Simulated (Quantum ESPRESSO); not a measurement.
A self-consistent single point of Fe3Si (P4/mmm, 4 atoms in the cell) with Quantum ESPRESSO.

Level of theory: PBEsol, PSlibrary PAW (PBE) pseudopotentials (plane waves; Quantum ESPRESSO).

```yaml
crystal:
  lattice:
    - [2.83564, 0.00000, 0.00000]
    - [0.00000, 2.83564, 0.00000]
    - [0.00000, 0.00000, 5.50704]
  atoms:
    - { symbol: Fe, position: [0.50000, 0.50000, 0.75776], spin: 4.0 }
    - { symbol: Fe, position: [0.50000, 0.50000, 0.24224], spin: 4.0 }
    - { symbol: Fe, position: [0.00000, 0.00000, 0.50000], spin: 4.0 }
    - { symbol: Si, position: [0.00000, 0.00000, 0.00000] }
```
(The spins are starting values, not results.)

Reference input (self-consistent single point, DFT, PBEsol, plane waves, PSlibrary PAW (PBE) pseudopotentials): ecutwfc = 55 Ry; ecutrho = 330 Ry; occupations = smearing; smearing = fd; degauss = 0.0073499 Ry; nspin = 2; input_dft = pbesol; potentials = {Fe: Fe.pbe-n-kjpaw_psl.1.0.0.UPF, Si: Si.pbe-n-kjpaw_psl.1.0.0.UPF}; K_POINTS = automatic 9 9 5 0 0 0; conv_thr = 1e-10 Ry; mixing_beta = 0.3. This run's input differs from it in these lines:

```diff
@@ -12,4 +12,4 @@
    ntyp = 2,
-   ecutwfc = 55,
-   ecutrho = 330,
+   ecutwfc = 33,
+   ecutrho = 198,
    occupations = 'smearing',
```

Log, with long lists cut:

```
     Self-consistent Calculation

     iteration #  1     ecut=    33.00 Ry     beta= 0.30

---- Real-time Memory Report at c_bands before calling an iterative solver
            99 MiB given to the printing process from OS
            48 MiB allocation reported by mallinfo(arena+hblkhd)
------------------

     Threshold (ethr) on eigenvalues was too large:
     Diagonalizing with lowered threshold

---- Real-time Memory Report at c_bands before calling an iterative solver
           122 MiB given to the printing process from OS
            52 MiB allocation reported by mallinfo(arena+hblkhd)
------------------

   [... lines left out ...]
     absolute magnetization    =     5.18 Bohr mag/cell

     iteration # 27     ecut=    33.00 Ry     beta= 0.30

---- Real-time Memory Report at c_bands before calling an iterative solver
           138 MiB given to the printing process from OS
            57 MiB allocation reported by mallinfo(arena+hblkhd)
------------------

     Magnetic moment per site  (integrated on atomic sphere of radius R)
     atom   1 (R=0.350)  charge=  6.4540  magn=  1.1637
     atom   2 (R=0.350)  charge=  6.4540  magn=  1.1637
     atom   3 (R=0.350)  charge=  6.3013  magn=  2.6008
     atom   4 (R=0.350)  charge=  2.0000  magn= -0.0540
     End of self-consistent calculation

     the Fermi energy is    13.7438 ev

!    total energy              =    -464.06322069 Ry
     estimated scf accuracy    <          9.9E-11 Ry
     smearing contrib. (-TS)   =      -0.00898171 Ry
     internal energy E=F+TS    =    -464.05423898 Ry

      -> PAW hartree energy AE =     137.95844632 Ry
      -> PAW hartree energy PS =    -137.78013560 Ry
      -> PAW xc energy AE      =    -368.41452399 Ry
      -> PAW xc energy PS      =      96.90020504 Ry
      -> total E_H with PAW    =      29.41167403 Ry
      -> total E_XC with PAW   =    -369.40664948 Ry

     total magnetization       =     4.81 Bohr mag/cell
     absolute magnetization    =     5.18 Bohr mag/cell

     convergence has been achieved in  27 iterations

     Forces acting on atoms (cartesian axes, Ry/au):

   [... lines left out ...]

     Total force =     0.006123     Total SCF correction =     0.000027

          total   stress  (Ry/bohr**3)                   (kbar)     P=     -100.23
  -0.00065516   0.00000000   0.00000000          -96.38        0.00        0.00
   0.00000000  -0.00065516   0.00000000            0.00      -96.38        0.00
   0.00000000   0.00000000  -0.00073382            0.00        0.00     -107.95

   JOB DONE.
```

The run converged in 27 iterations. Against the reference run the free energy goes up by 42.7 meV/atom, the pressure goes from -8.89 to -10.02 GPa, the largest force goes from 0.102 to 0.111 eV/Å and the size of the net moment moves little (1.21 to 1.20 μB/atom).

The starting cell comes from a database of computed structures (which also holds hypothetical and non-ambient phases and stackings), without a prior relaxation at this level. The magnetic order is the one reached from the typed start; others were not searched systematically. At the lowered cutoff the pressure carries the error of an incomplete plane-wave basis.

Cost on one core of a shared machine: roughly 4 min.
